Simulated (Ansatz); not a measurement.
Abridged Ansatz (a program for electronic structure) output:

```
Relaxation: its limit of steps is 60 (relax.max_steps)
Pseudopotential: Zn, paw, valence charge 12
Pseudopotential: F, paw, valence charge 7
Crystal: 6 atoms, lattice volume = 72.510 Å³
Basis set: ecut = 420 eV, 1427 PW (Γ), exchange–correlation on 64×64×48 points (8 copies of the dense FFT grid, shifted against one another)
Bands: 32, of which v1, the nominal top of the filled ones, is band 26 counted from 1 (25 counted from 0)
Symmetry: 16 space group operations
k-points: 60 of 490
Functional: x = pbe(κ = 0.804, μ = 0.2195149727645171), c = pbe(β = 0.06672455060314922)
SCF iter   1: F=—  HF=-9874.192144 eV  |F-HF|=—  |Δ(HF+E_count)|=         —  Δρ=8.62e-4  dr2=1.52e-4  ethr=1.77e-3  ⟨swp⟩=5.7  Hψ=7950  notcnv=0
SCF iter   2: F=—  HF=-9874.193335 eV  |F-HF|=—  |Δ(HF+E_count)|=   1.19e-3  Δρ=4.59e-4  dr2=5.39e-5  ethr=2.91e-7  ⟨swp⟩=2.8  Hψ=4389  notcnv=0  defer=11
SCF 1 converged in 6 iterations: F = -9874.193451 eV  dr2 = 5.33e-8
relax step   1: F+E_penalty+E_count = -9874.19345119 eV  Δ(F+E_penalty+E_count) = +0.000e0 eV  max|allowed force component| = 5.010e-6 eV/Å  Δτ_max = 0.0000 Å  P = +0.893 GPa  Ω = 72.510 Å³  (6 SCF iters, dr2 threshold 1.00e-7 eV, accepted)
[... steps on the carried basis left out ...]
relax step   8: F+E_penalty+E_count = -9874.18591007 eV  Δ(F+E_penalty+E_count) = +2.265e-4 eV  max|allowed force component| = 1.454e-5 eV/Å  Δτ_max = 0.0000 Å  P = +2.091 GPa  Ω = 71.665 Å³  stress off target by 1.15e-2 GPa  SCF on the basis re-selected at this cell (its energy is not comparable with the rows above)  (6 SCF iters)
SCF converged after 6 iterations
Free energy (F): -9874.185910 eV
Internal energy: -9874.185910 eV  (E = F + TS)
E sigma→0 (E₀):  -9874.185910 eV
Fermi energy:    5.090847 eV
--- Forces (eV/Å), atoms counted from 1 ---
  atom   1  Zn     0.00000000    -0.00000000     0.00000000
  atom   2  Zn     0.00000000    -0.00000000    -0.00000000
  atom   3  F      0.00001454     0.00001454    -0.00000000
  atom   4  F      0.00001454    -0.00001454     0.00000000
  atom   5  F     -0.00001454     0.00001454    -0.00000000
  atom   6  F     -0.00001454    -0.00001454     0.00000000
--- Stress (GPa, compression-positive) ---
        2.088469       0.000000      -0.000000
        0.000000       2.088469       0.000000
       -0.000000       0.000000       2.097109
  P = ⅓ Tr σ = 2.0913 GPa (20.913 kbar)
--- Relaxed structure (6 steps of the walk, 6 accepted, 2 SCFs on fresh bases) ---
  cell:  # Å, volume = 71.6651 Å³
    - [4.75802171559414, 6.073620751349743e-34, -8.973004000771831e-35]
    - [6.073620751349743e-34, 4.75802171559414, 1.0352762644346153e-35]
    - [-9.61117671808809e-35, 6.864877388176181e-36, 3.1655914595256025]
  atoms:
    - { symbol: Zn, position: [1.7713019738847556e-22, -3.7197341451610276e-21, -3.332946035042596e-35] }
    - { symbol: Zn, position: [0.5, 0.5, 0.5] }
    - { symbol: F, position: [0.3036577576864278, 0.3036577576864278, 2.6460448835117454e-35] }
    - { symbol: F, position: [0.8036577576864276, 0.19634224231357222, 0.5] }
    - { symbol: F, position: [0.19634224231357222, 0.8036577576864276, 0.5] }
    - { symbol: F, position: [0.6963422423135723, 0.6963422423135723, 5.730412725490379e-35] }
```

Problem. What was computed, and what are the main results?

Solution. ZnF2, 6 atoms in the cell, with Ansatz PBE, no spin-orbit coupling, from a series relaxed to a target (pressure 2.1 GPa). The last SCF converged to F = -9874.185910 eV, or -1645.6977 eV per atom, at a pressure of 2.09 GPa. The total energy compares only with runs of the same code, potentials and settings.

Load acts through the strain it causes; cell and atoms are relaxed under it. Stability against distortions was not tested. The cell was made from ZnF$_{2}$ in the rutile structure (space group P4_2/mnm, No. 136) by this change: pressure 2.1 GPa.

Keys are those of Ansatz 0.2.
